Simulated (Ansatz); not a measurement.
Total g(r) from a molecular-dynamics run [in the run: one k-point, which a denser mesh shifts by 0.1 GPa in pressure and 0.09 eV/Å in forces]. Method: PBE (plane waves, PAW; Ansatz, a first-principles code).

(r (Å), g(r)): (1.02, 0.00); (1.14, 0.00); (1.26, 0.00); (1.38, 0.00); (1.50, 0.00); (1.62, 0.00); (1.74, 0.00); (1.86, 0.00); (1.98, 0.00); (2.10, 0.04); (2.22, 0.35); (2.34, 1.10); (2.46, 1.88); (2.58, 1.89); (2.70, 1.80); (2.82, 1.41); (2.94, 1.30); (3.06, 1.07); (3.18, 0.97); (3.30, 0.95); (3.42, 0.93); (3.54, 0.95); (3.66, 0.99); (3.78, 0.99); (3.90, 0.94); (4.02, 0.98); (4.14, 0.96); (4.26, 0.95); (4.38, 0.94); (4.50, 0.99); (4.62, 0.94); (4.74, 0.98); (4.86, 0.96); (4.98, 0.98); (5.10, 0.97); (5.22, 0.96); (5.34, 1.00); (5.46, 1.04)

Which system gave this curve?
A) SiGe, liquid, 1596 K (no melting point cited, so perhaps supercooled)
B) TiO2 (rutile type), crystal, 1337 K
C) GaN (zinc blende; a metastable form), crystal, 1511 K (so hot that an open crystal may lose its volatile element)
D) Si (diamond structure), crystal, 301 K

A, SiGe, liquid, 1596 K (no melting point cited, so perhaps supercooled)
